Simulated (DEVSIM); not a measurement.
Structure: Pt/SiON/p-Ge capacitor, at 300 K.

| layer (left to right) | material | thickness (nm) | Na (cm⁻³) |
|---|---|---|---|
| 1 | SiON | 19.0 | - |
| 2 | Ge | 1200 | 2.6e17 |

Metal gate on the left, work function 5.6 eV. Fixed charge at the semiconductor interface 6.8e11 cm⁻² (in units of +e); interface traps 2.3e12 cm⁻² eV⁻¹, uniform in energy, neutral level at 0.3 of the gap above the valence band.

This is a model device: material constants are rounded textbook-type values typed into the input, and sizes, dopings and lifetimes were drawn at random. Values at 300 K.

```csv
parameter,SiON,Ge
gap (eV),7,0.664
affinity (eV),1.4,4
permittivity,5.5,16
Nc (cm⁻³),-,1.04e19
Nv (cm⁻³),-,6e18
```

DEVSIM, 1D Poisson equation in equilibrium, Boltzmann statistics, complete ionisation; no quantum confinement or tunnelling. Metal contacts follow the ideal Schottky-Mott rule: no Fermi-level pinning, no interface dipoles.

### Question
Tabulate band edges, carrier densities and field at 1.8 V on the gate.

### Answer
Energies count from the Fermi level of the right contact; mesh points crowd at the junctions.

| x (μm) | Ec (eV) | Ev (eV) | n (cm⁻³) | p (cm⁻³) | field (V/cm) |
|---|---|---|---|---|---|
| 0.000 | 2.400 | -4.600 | < 1e2 | < 1e2 | 260000 |
| 0.001223 | 2.432 | -4.568 | < 1e2 | < 1e2 | 260000 |
| 0.003721 | 2.498 | -4.503 | < 1e2 | < 1e2 | 260000 |
| 0.008373 | 2.619 | -4.381 | < 1e2 | < 1e2 | 260000 |
| 0.01517 | 2.798 | -4.202 | < 1e2 | < 1e2 | 260000 |
| 0.01772 | 2.865 | -4.136 | < 1e2 | < 1e2 | 260000 |
| 0.01897 | 2.897 | -4.103 | < 1e2 | < 1e2 | 210000 |
| 0.02094 | 0.321 | -0.343 | 4.2e13 | 1.0e13 | 120000 |
| 0.02437 | 0.360 | -0.304 | 9.4e12 | 4.6e13 | 110000 |
| 0.03158 | 0.430 | -0.234 | 6.3e11 | 7.0e14 | 87000 |
| 0.04676 | 0.528 | -0.136 | 1.4e10 | 3.1e16 | 44000 |
| 0.09766 | 0.583 | -0.081 | 1.7e9 | 2.6e17 | 370 |
| 0.1859 | 0.583 | -0.081 | 1.7e9 | 2.6e17 | ≈ 0 |
| 0.3837 | 0.583 | -0.081 | 1.7e9 | 2.6e17 | ≈ 0 |
| 0.8458 | 0.583 | -0.081 | 1.7e9 | 2.6e17 | ≈ 0 |
| 1.048 | 0.583 | -0.081 | 1.7e9 | 2.6e17 | ≈ 0 |
| 1.139 | 0.583 | -0.081 | 1.7e9 | 2.6e17 | ≈ 0 |
| 1.181 | 0.583 | -0.081 | 1.7e9 | 2.6e17 | ≈ 0 |
| 1.206 | 0.583 | -0.081 | 1.7e9 | 2.6e17 | ≈ 0 |
| 1.214 | 0.583 | -0.081 | 1.7e9 | 2.6e17 | ≈ 0 |
| 1.217 | 0.583 | -0.081 | 1.7e9 | 2.6e17 | ≈ 0 |
| 1.219 | 0.583 | -0.081 | 1.7e9 | 2.6e17 | ≈ 0 |
